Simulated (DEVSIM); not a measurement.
Device: abrupt Si p-n junction, at 250 K.

Layer 1 from the left is Si, thickness (μm) 1.70, Na (cm⁻³) 1.8e17, τn (s) 1.6e-7, τp (s) 1.6e-7. Layer 2 from the left is Si, thickness (μm) 7.30, Nd (cm⁻³) 2.1e15, τn (s) 1.6e-7, τp (s) 1.6e-7.

Left contact: ohmic. Right contact: ohmic. Voltage is applied to the left contact. Recombination: SRH at mid-gap, radiative, Auger. Mobility is constant in doping.

This is a model device: material constants are rounded textbook-type values typed into the input, and sizes, dopings and lifetimes were drawn at random. Values at 300 K; Nc and Nv go as T^1.5, mobilities as T to minus their exponent, the gap by Varshni's rule with the affinity fixed.

Si: gap (eV) 1.124, affinity (eV) 4.05, permittivity 11.7, Nc (cm⁻³) 2.86e19, Nv (cm⁻³) 3.1e19, μn (cm²/Vs) 1417, μp (cm²/Vs) 470, T exponent of μn 2.3, T exponent of μp 2.2, B (cm³/s) 4.7e-15, Cn (cm⁶/s) 2.8e-31, Cp (cm⁶/s) 9.9e-32, Varshni α (eV/K) 0.000473, Varshni β (K) 636.

Estimate by hand the built-in potential, the peak field at zero bias, the capacitance at -6 V, and compare with a numerical solution.


- Built-in potential: ni = √(Nc Nv) exp(−Eg/2kT) = 8.01e7 cm⁻³ with Eg = 1.136 eV; Vbi = kT/q ln(Na Nd/ni²) = 0.832 V; numerical 0.832 V.
- Peak field at zero bias: depletion approximation: W = √(2εVbi/(qN)) = 0.720 μm with N = 2.08e15 cm⁻³; field = 2Vbi/W = 23100 V/cm; numerical 28200 V/cm (estimate below by 18 %).
- Capacitance at -6 V: C = √(qεN / 2(Vbi + |V|)) = 5.02 nF/cm²; numerical 5.04 nF/cm².

DEVSIM, 1D drift-diffusion, Boltzmann statistics, complete ionisation; no tunnelling, impact ionisation, image-force lowering or self-heating.
